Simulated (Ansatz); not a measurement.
Ti on the Al site in wurtzite AlN (start: the Al site; 96-site cell, 2×2×2 shifted sampling). Level of theory: PBE, PAW (plane waves to 420 eV; Ansatz, an electronic-structure program). Total energies of the localised charge states, counted from that of charge +1, and their image corrections (point charge with alignment); the host's valence-band maximum lies at 6.942 eV on the cells' energy zero and its gap is 4.03 eV.

| charge | moment (μB) | E − E(first) (eV) | correction (eV) |
|---|---|---|---|
| +1 | not spin-polarised | 0.000 | 0.336 |
| 0 | 1.0 | 10.349 | 0.000 |

Q: Derive the transition levels above the valence-band maximum and say which of them are thermodynamic.

A: A level is the Fermi energy at which two charges have equal formation energy: ε(q/q′) = [E(q′) + corr(q′) − E(q) − corr(q)] / (q − q′) − E_VBM.
ε(+1/0) = [(10.349 + 0.000) − (0.000 + 0.336)] / 1 − 6.942 = 3.07 eV
Thermodynamic levels at least 0.1 eV inside the gap: (+1/0) at 3.07 eV. They hold to tenths of an eV in this cell. Only the charges listed were compared. At charge +2 the carrier sat in host band states, shallow at most. Charge −1 has its level within 0.1 eV of a band edge or past it. Flagged in the runs: a doubtful potential alignment, a host whose relaxation on this sampling wasn't shown to rest.
